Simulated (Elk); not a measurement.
## A self-consistent single point of ZnS (P6_3mc, 4 atoms in the cell) with Elk

Computed with PBE, all-electron FP-LAPW, Elk's shipped species files, APW+lo basis with extra local orbitals in Elk.

Input:

```
tasks
  0

xctype
  20

tforce
  .true.

rgkmax
  8.0

gmaxvr
  18.0

lmaxapw
  10

lmaxo
  8

nxlo
  2

lorbcnd
  .true.

lradstp
  2

nrmtscf
  2.0

rmtscf
  0.89

lmaxi
  4

swidth
  0.00183747

maxscl
  100

scale
  7.109211881

avec
    1.0000000000    0.0000000717    0.0000000000
   -0.5000000621    0.8660253679    0.0000000000
    0.0000000000    0.0000000000    1.6390720496

atoms
  2
  'Zn.in'
  2
  0.3333333333  0.6666666667  0.0001400000    0.0 0.0 0.0
  0.6666666667  0.3333333333  0.5001400000    0.0 0.0 0.0
  'S.in'
  2
  0.3333333333  0.6666666667  0.3748600000    0.0 0.0 0.0
  0.6666666667  0.3333333333  0.8748600000    0.0 0.0 0.0

ngridk
  5 5 3
```

Output, abridged:

```
│ Elk code version 10.2.4 │

All units are atomic (Hartree, Bohr, etc.)

│ Ground-state run starting from atomic densities │

Lattice vectors :
   7.109211881      0.5097304919E-06   0.000000000
  -3.554606382       6.156757835       0.000000000
   0.000000000       0.000000000       11.65251049

Unit cell volume      :    510.0268622
Brillouin zone volume :   0.4863473511

Muffin-tin inner radius fraction :   0.1000000000E-01

Nuclei treated as point charges

Species :    1 (Zn)
 parameters loaded from : Zn.in
 name : zinc
 nuclear charge    :   -30.00000000
 electronic charge :    30.00000000
 atomic mass :    119233.3129
 muffin-tin radius :    2.136000000
 number of radial points in muffin-tin :    999
 atomic positions (lattice), magnetic fields (Cartesian) :
   1 :   0.00000000  0.00000000  0.00000000    0.00000000  0.00000000  0.00000000
   2 :   0.33333333  0.66666667  0.50000000    0.00000000  0.00000000  0.00000000

Species :    2 (S)
 parameters loaded from : S.in
 name : sulphur
 nuclear charge    :   -16.00000000
 electronic charge :    16.00000000
 atomic mass :    58450.91926
 muffin-tin radius :    1.958000000
 number of radial points in muffin-tin :    799
 atomic positions (lattice), magnetic fields (Cartesian) :
   1 :   0.00000000  0.00000000  0.37472000    0.00000000  0.00000000  0.00000000
   2 :   0.33333333  0.66666667  0.87472000    0.00000000  0.00000000  0.00000000

Total number of atoms per unit cell :    4

Spin treatment :
 spin-unpolarised

Number of Bravais lattice symmetries :   24
Number of crystal symmetries         :   12
Crystal has no inversion symmetry
Complex Hermitian eigensolver will be used

k-point grid :      5     5     3
k-point offset :    0.000000000       0.000000000       0.000000000
k-point set is reduced with full crystal symmetry group
Total number of k-points :       15

Muffin-tin radius times maximum |G+k| :    8.000000000
 using average radius
   [... lines left out ...]
 potential will be trimmed for |G| > 2 gkmax
Constant for pseudocharge density :   10
Radial integration step length :    2

G-vector grid sizes :     42    42    70
Number of G-vectors :    50329

Maximum angular momentum used for
 APW functions                      :   10
 outer part of muffin-tin           :    8
 inner part of muffin-tin           :    4

Total nuclear charge    :   -92.00000000
Total core charge       :    44.00000000
Total valence charge    :    48.00000000
Total excess charge     :    0.000000000
Total electronic charge :    92.00000000

Effective Wigner radius, rₛ :    1.097923813

Number of empty states         :   16
Total number of valence states :   40
Total number of core states    :   44

Conduction state local-orbitals added automatically
Total number of local-orbitals :  424

Exchange-correlation functional :     20     0     0
 Perdew-Burke-Ernzerhof, Phys. Rev. Lett. 77, 3865 (1996)
 gradient requirement :    1
 generalised gradient approximation (GGA)

Smearing type :    3
 Fermi-Dirac
Smearing width :   0.1837470000E-02
Effective electronic temperature (K) :    580.2271348

Mixing type :    3
 Broyden mixing, J. Phys. A: Math. Gen. 17, L317 (1984)

Kohn-Sham potential initialised from atomic data
│ Self-consistent loop started │
│ Loop number : 1 │
 total energy                :     -4393.11019214
│ Loop number : 2 │
 total energy                :     -4393.32700831
RMS change in Kohn-Sham potential (target) :   0.2813965250     (  0.1000000000E-05)
Absolute change in total energy (target)   :   0.2168161691     (  0.1000000000E-03)
│ Loop number : 3 │
 total energy                :     -4392.93237313
RMS change in Kohn-Sham potential (target) :   0.2754373186     (  0.1000000000E-05)
Absolute change in total energy (target)   :   0.3404311432     (  0.1000000000E-03)
│ Loop number : 4 │
 total energy                :     -4391.97983007
RMS change in Kohn-Sham potential (target) :   0.1643119935     (  0.1000000000E-05)
Absolute change in total energy (target)   :    1.037650840     (  0.1000000000E-03)
│ Loop number : 5 │
 total energy                :     -4391.11325825
RMS change in Kohn-Sham potential (target) :   0.6782776693E-01 (  0.1000000000E-05)
Absolute change in total energy (target)   :    1.125984536     (  0.1000000000E-03)
   [... lines left out ...]
Absolute change in total energy (target)   :   0.2799326819E-02 (  0.1000000000E-03)
│ Loop number : 12 │
 total energy                :     -4390.79976682
RMS change in Kohn-Sham potential (target) :   0.1525255514E-05 (  0.1000000000E-05)
Absolute change in total energy (target)   :   0.8906268249E-03 (  0.1000000000E-03)
│ Loop number : 13 │
 total energy                :     -4390.79966840
RMS change in Kohn-Sham potential (target) :   0.8015228266E-06 (  0.1000000000E-05)
Absolute change in total energy (target)   :   0.3210757750E-03 (  0.1000000000E-03)
│ Loop number : 14 │
 total energy                :     -4390.79956536
RMS change in Kohn-Sham potential (target) :   0.1148026792E-06 (  0.1000000000E-05)
Absolute change in total energy (target)   :   0.1833130964E-03 (  0.1000000000E-03)
│ Loop number : 15 │
 total energy                :     -4390.79956220
RMS change in Kohn-Sham potential (target) :   0.4459488717E-07 (  0.1000000000E-05)
Absolute change in total energy (target)   :   0.4898056250E-04 (  0.1000000000E-03)
Convergence targets achieved

│ Loop number : 16 │

Energies :
 Fermi                       :     0.203543434821
 sum of eigenvalues          :     -2503.84276479
 electron kinetic            :      4460.21489268
 core electron kinetic       :      4006.34879017
 Coulomb                     :     -8656.22369592
 Coulomb potential           :     -6711.26054441
 nuclear-nuclear             :     -521.892352464
 electron-nuclear            :     -9557.40214250
 Hartree                     :      1423.07079904
 Madelung                    :     -5300.59342371
 xc potential                :     -252.797113061
 exchange                    :     -190.638473071
 correlation                 :     -4.15228345588
 electron entropic           :    -0.392730899516E-11
 total energy                :     -4390.79955977

Density of states at Fermi energy :   0.5427384900E-07
 (states/Hartree/unit cell)

Estimated indirect band gap :   0.8721644944E-01
 from k-point      1 to k-point      1
Estimated direct band gap   :   0.8721644944E-01
 at k-point      1

Charges :
 core                        :    44.00000000
 valence                     :    48.00000000
 interstitial                :    7.452429680
 muffin-tins (core leakage)
  species :    1 (Zn)
   atom    1                 :    28.45145537     (  0.3880057043E-03)
   atom    2                 :    28.45145537     (  0.3880057043E-03)
  species :    2 (S)
   atom    1                 :    13.82232979     (  0.3534880812E-03)
   atom    2                 :    13.82232979     (  0.3534880812E-03)
 total in muffin-tins        :    84.54757032
 total calculated charge     :    91.99841763
 total charge                :    92.00000000
 error                       :   0.1582373603E-02

│ Self-consistent loop stopped │

Forces :
 species :    1 (Zn)
  atom :    1
   Hellmann-Feynman          :    -0.00000000   -0.00000000   -0.00470097
   IBS                       :     0.00000000    0.00000000    0.00511794
   total force               :    -0.00000000   -0.00000000    0.00041697
   total magnitude           :     0.00041697
  atom :    2
   Hellmann-Feynman          :     0.00000000    0.00000000   -0.00470097
   IBS                       :    -0.00000000   -0.00000000    0.00511794
   total force               :     0.00000000    0.00000000    0.00041697
   total magnitude           :     0.00041697
 species :    2 (S)
  atom :    1
   Hellmann-Feynman          :    -0.00000000   -0.00000000   -0.00609089
   IBS                       :     0.00000000    0.00000000    0.00567392
   total force               :    -0.00000000   -0.00000000   -0.00041697
   total magnitude           :     0.00041697
  atom :    2
   Hellmann-Feynman          :     0.00000000    0.00000000   -0.00609089
   IBS                       :    -0.00000000   -0.00000000    0.00567392
   total force               :     0.00000000    0.00000000   -0.00041697
   total magnitude           :     0.00041697
```

The run converged in 16 iterations. The count includes the last loop, which Elk runs after its targets are met.

The starting cell comes from a database of computed structures (which also holds hypothetical and non-ambient phases and stackings), without a prior relaxation at this level. Its lattice was rescaled by a random factor within 2.5 % of one. Values depend on the basis (sphere radii, cutoffs, local orbitals), which need not be converged.

Cost on one core of a shared machine: roughly 3 min.
